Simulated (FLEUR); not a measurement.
Worked example: self-consistent single point of Ni (Fm-3m, 1 atom in the cell) in FLEUR.

Level of theory: PBE, all-electron FLAPW (FLEUR), scalar-relativistic valence in FLEUR.

The change in words: lattice scaled by 0.98; Kmax: 3.6 1/bohr → 2.13 1/bohr; Gmax: 10.8 1/bohr → 6.4 1/bohr; GmaxXC: 10.8 1/bohr → 6.4 1/bohr. Reference geometry:
```yaml
crystal:
  lattice:
    - [0.00000, 1.75472, 1.75472]
    - [1.75472, 0.00000, 1.75472]
    - [1.75472, 1.75472, 0.00000]
  atoms:
    - { symbol: Ni, position: [0.00000, 0.00000, 0.00000], spin: 1.0 }
```
(The spins are starting values, not results.)

Reference input (self-consistent single point, DFT, PBE, all-electron FLAPW (FLEUR), scalar-relativistic valence): Kmax = 3.6 1/bohr; GmaxXC = 10.8 1/bohr; xcFunctional = pbe; jspins = 2; l_soc = F; mode = hist; fermiSmearingEnergy = 0.00367493 Htr; mesh (inpgen div1-3) = 6 6 6; inpgen gamma flag = true; Gmax = 10.8 1/bohr; numbands = 0; maxIterBroyd = 15. This run's input differs from it in these lines:

```diff
@@ -3,6 +3,6 @@
 &input film=f /
-0.0000000000 0.7071067812 0.7071067812
+-0.0000000000 0.7071067812 0.7071067812
 0.7071067812 -0.0000000000 0.7071067812
-0.7071067812 0.7071067812 0.0000000000
-4.6894476388
+0.7071067812 0.7071067812 -0.0000000000
+4.5956597550
 1.0 1.0 1.0
@@ -22,3 +22,3 @@
    <calculationSetup>
-      <cutoffs Kmax="3.6" Gmax="10.8" GmaxXC="10.8" numbands="0"/>
+      <cutoffs Kmax="2.13" Gmax="6.4" GmaxXC="6.4" numbands="0"/>
       <scfLoop itmax="100" minDistance="0.00001" maxIterBroyd="15" imix="Anderson" alpha="0.05" precondParam="0.0" spinf="2.0"/>
@@ -42,5 +42,5 @@
          <bravaisMatrix>
-            <row-1>    0.0000000000000000     3.3159402254778083     3.3159402254778083</row-1>
-            <row-2>    3.3159402254778083     0.0000000000000000     3.3159402254778083</row-2>
-            <row-3>    3.3159402254778083     3.3159402254778083     0.0000000000000000</row-3>
+            <row-1>    0.0000000000000000     3.2496221768484306     3.2496221768484306</row-1>
+            <row-2>    3.2496221768484306     0.0000000000000000     3.2496221768484306</row-2>
+            <row-3>    3.2496221768484306     3.2496221768484306     0.0000000000000000</row-3>
          </bravaisMatrix>
```

Output, abridged:

```
      Welcome to FLEUR        (www.flapw.de)
      MaX-Release 8.1          (www.max-centre.eu)

 ========== k-point set info ==========
 Selected k-point list: default-1
 k-point list type: mesh
 6 x 6 x 6
 Number of k points: 16

 ------------Calculation Setup---------------------------
           1           2           4           8          16
 Number of basis functions:           18
**************FLEUR-Error*****************
Error message: BUG in sort: inconsistent dimensions
Error from PE:0/1
 Last known location:
double free or corruption (out)

Program received signal SIGABRT: Process abort signal.

Backtrace for this error:
	at time.F90:451
	at time.F90:454
	at time.F90:454
	at time.F90:522
	at stop.F90:186
	at sort.f90:33
	at types_lapw.F90:302
	at eigen.F90:172
	at fleur.F90:404
	at fleur_job.F90:251
	at fleur_job.F90:321
	at fleur_job.F90:313
```

The program stopped with an error. 

The starting cell has typed, rounded lattice constants, without a prior relaxation at this level. Its lattice was rescaled by up to half a per cent. For this run, on top of that: lattice scaled by 0.98. Values depend on the basis (sphere radii, cutoffs, local orbitals), which need not be converged.
